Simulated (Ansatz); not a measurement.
The reference is Hf in the hcp (Mg type) structure (space group P6_3/mmc, No. 194; a = 3.1982 Å, c = 5.0489 Å; relaxed with 0.1 eV smearing).

Method: r2SCAN (Ansatz, a quantum-chemistry and plane-wave program), no SOC, earlier PAW set.

Before the change:

* **Pressure**: 0.0 GPa
* **Band gap**: zero

One thing is altered: the cell is scaled by 1.0229 in all directions; the atoms relax in the strained cell.

Task: Estimate the effect on the energy relative to the base, pressure and band gap.

Result: The energy goes up by 34 meV/atom; the pressure (mean of the normal stresses, compression positive) goes from zero to -6.7 GPa; the band gap stays zero.

No phonon test of stability was made. All final runs are without spin polarisation.
